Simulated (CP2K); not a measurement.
CP2K is run on the (001) slab of SrIBr (cut from a parent of space group no. 62; 12 atoms in the cell), and the run fails. The aim is a self-consistent single point with DFT LDA (Pade form), GPW, DZVP-MOLOPT-SR-GTH basis, GTH-PADE potentials (GTH_POTENTIALS).

Cell that was meant: a = 5.1181 Å, b = 8.1471 Å, c = 18.5414 Å, α = 90.00°, β = 90.00°, γ = 90.00°.

Part of the input:

```
    &SCF
      SCF_GUESS ATOMIC
      EPS_SCF 1E-7
      MAXSCF 100
      ADDED_MOS 16
      &DIAGONALIZATION
        ALGORITHM STANDARD
```

Output (repeated stretches shortened):

```
 Possible matches for unknown keyword

 MAXSCF

   keyword MAX_SCF in section %__ROOT__%FORCE_EVAL%DFT%SCF score:  109
   keyword MAX_SCF in section %__ROOT__%FORCE_EVAL%DFT%XAS%SCF score:  109
   keyword EPS_SCF in section %__ROOT__%FORCE_EVAL%DFT%SCF score:  106
   enum MOPAC in section %__ROOT__%FORCE_EVAL%DFT%SCF for keyword SCF_GUESS score:  106
   keyword ROKS_F in section %__ROOT__%FORCE_EVAL%DFT%SCF score:  106

 *******************************************************************************
 *   ___                                                                       *
 *  /   \                                                                      *
 * [ABORT]                                                                     *
 *  \___/             found an unknown keyword MAXSCF in section SCF           *
 *    |                                                                        *
 *  O/|                                                                        *
 * /| |                                                                        *
 * / \                                               input/input_parsing.F:253 *
 *******************************************************************************

 ===== Routine Calling Stack =====

            5 section_vals_parse
            4 section_vals_parse
            3 section_vals_parse
            2 section_vals_parse
            1 read_input
Abort(1) on node 0 (rank 0 in comm 0): application called MPI_Abort(MPI_COMM_WORLD, 1) - process 0
```

Q: Read the log: what does the program object to, and what is the fix?

A: The fault is a keyword that the program does not know. The program does not know a key of this name. To fix it, use the program's own name for the key. The program stopped before any SCF iteration.

The sound input it was made from differs as follows (other fixes are possible):
```diff
-      MAXSCF 100
+      MAX_SCF 100
```

With that input, the run converged in 28 iterations: free energy E − TS -6087.2626 eV; top of the valence band (on the code's own zero) -1.32 eV; gap on the k-point mesh 3.40 eV; pressure averaged over the cell with its vacuum -1.49 GPa; largest force (vector length) 0.744 eV/Å (DFT LDA (Pade form), GPW, DZVP-MOLOPT-SR-GTH basis, GTH-PADE potentials (GTH_POTENTIALS)).

On the sound input: the starting cell comes from a database of computed structures (which also holds hypothetical and non-ambient phases and stackings), without a prior relaxation at this level. The slab is cut from that crystal, and its faces are unrelaxed. Its lattice was rescaled in the plane by a random factor within 2.5 % of one. Spin-orbit coupling is off. Spin polarisation is off, though cut faces can carry moments; a gap of a slab can lie between surface states. Values carry the incompleteness of an atom-centred basis.
